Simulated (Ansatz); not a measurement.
**SiC: isotropic strain +2.00 %**

The reference is SiC in the zinc blende structure (space group F-43m, No. 216; a = 4.357 Å).

The change: the cell is scaled by 1.0200 in all directions, atoms relaxed at fixed cell.

The values are results of DFT with PBEsol, PAW potentials and a 420 eV plane-wave cutoff in Ansatz (a program for electronic structure), no spin-orbit coupling, not measurements. Γ-centred 13×13×13 mesh, Fermi–Dirac width 0.05 eV.

* **Space group**: F-43m (No. 216) (base F-43m (No. 216))
* **Shortest interatomic distance**: 1.924 Å (base 1.887 Å)
* **Energy relative to the base (free energy F)**: +24 meV/atom
* **Band gap**: 1.29 eV (base 1.24 eV)
* **Gap character**: indirect, Γ → X (base indirect, Γ → X)
* **Smallest direct gap**: 4.39 eV (base 4.45 eV)
* **Mean gap deformation potential ΔEg/Δln V**: +0.8 eV
* **Width of the top valence band**: 4.52 eV (base 4.75 eV)
* **Electron mass**: 0.69 mₑ along k, 0.23 mₑ across (at X) (base 0.62 mₑ along k, 0.22 mₑ across (at X))
* **Hole mass (degenerate bands, along [100])**: 0.34, 0.58, 0.58 mₑ (at Γ) (base 0.37, 0.59, 0.59 mₑ (at Γ))

Final structure:

```yaml
crystal:
  lattice:
    - [0.00000, 2.22200, 2.22200]
    - [2.22200, 0.00000, 2.22200]
    - [2.22200, 2.22200, 0.00000]
  atoms:
    - { symbol: Si, position: [0.00000, 0.00000, 0.00000] }
    - { symbol: C, position: [0.25000, 0.25000, 0.25000] }
```

Cost of the whole job for the changed cell (relaxation, final SCF and bands): around 4 core-seconds (rough).

Masses are band curvatures over ±0.01 Å⁻¹ around the edge. Along k means along the line from Γ to the band edge. Stability against distortions was not tested.
